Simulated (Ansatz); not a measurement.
Reference: VW3 (Fm-3m), PBEsol, DFPT electron-phonon coupling, linearised Boltzmann equation (plane waves, PAW, scalar-relativistic; Ansatz, a program for electronic structure); geometry: relaxed with this functional, without spin-orbit coupling.

```yaml
crystal:
  lattice:
    - [0.00000, 3.10552, 3.10552]
    - [3.10552, 0.00000, 3.10552]
    - [3.10552, 3.10552, 0.00000]
  atoms:
    - { symbol: V, position: [0.00000, 0.00000, 0.00000] }
    - { symbol: W, position: [0.25000, 0.25000, 0.25000] }
    - { symbol: W, position: [0.75000, 0.75000, 0.75000] }
    - { symbol: W, position: [0.50000, 0.50000, 0.50000] }
```

resistivity at 300 K: 4.1 μΩ·cm

Question: Replace V by Ta on the same sites and relax. What happens?

Answer: TaW₃ (Fm-3m): volume per atom 15.0 to 16.1 Å³; resistivity at 300 K stays about the same (4.1 μΩ·cm to 4.4 μΩ·cm).

Moves up to 10 % count as about the same. Metals; harmonic phonons alone scatter; means over directions. Halving the electron mesh moves these values by up to 7 %; q meshes are mostly untested. Spin-orbit coupling is left out.

Computed structure with no diffraction record at hand here (it may be known, metastable or hypothetical): TaW3 (Fm-3m), VW3 (Fm-3m). Treated as nonmagnetic (a ferromagnetic start lost its moment, other orders weren't tried): VW3 (Fm-3m). The missing spin-orbit coupling matters most for TaW3 (Fm-3m), VW3 (Fm-3m).
